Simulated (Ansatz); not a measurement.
Start from BeTe in the zinc blende structure (space group F-43m, No. 216; a = 5.657 Å).

Computed with Ansatz (a program for electronic structure) r2SCAN, without spin-orbit coupling.

Base values:

| Property | Value |
|---|---|
| Band gap | 2.38 eV |

Modification: every lattice vector is stretched by 4.67 %, atoms relaxed at fixed cell.

Task: What does the calculation give for the band gap after the change?

Result: The band gap goes up by 0.288 eV (2.38 eV → 2.66 eV).

Task: Estimate the effect on the energy relative to the base.

Result: The energy increases by 72 meV/atom.

With Te present, leaving out spin-orbit coupling can change the band edges. The cells carry an imposed strain or load. No phonon test of stability was made.
